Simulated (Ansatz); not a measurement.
# TiO2: pressure series

Base system: TiO2 in the anatase structure (space group I4_1/amd, No. 141; a = 3.7779 Å, c = 9.5838 Å).

Cell and atoms are relaxed at each pressure.

Computed with r2SCAN (Ansatz, a quantum-chemistry and plane-wave program; PAW; 500 eV plane waves; no spin-orbit coupling).

```csv
variant,density,c/a ratio
base,3.88 g/cm³,2.537
pressure −2 GPa,3.84 g/cm³,2.550
pressure −1 GPa,3.86 g/cm³,2.543
pressure 1.8 GPa,3.91 g/cm³,2.525
pressure 4.2 GPa,3.96 g/cm³,2.508
pressure 9 GPa,4.06 g/cm³,2.473
pressure 18 GPa,4.23 g/cm³,2.405
pressure 30 GPa,4.45 g/cm³,2.319
pressure 45 GPa,___,___
```

Problem. Fill in the withheld entries from the trend.

Solution. 
- pressure 45 GPa, density: 4.70 g/cm³
- pressure 45 GPa, c/a ratio: 2.233

Load acts through the strain it causes; cell and atoms are relaxed under it. Whether these cells are dynamically stable was not tested. No other phases were tried under pressure. All final runs are without spin polarisation.
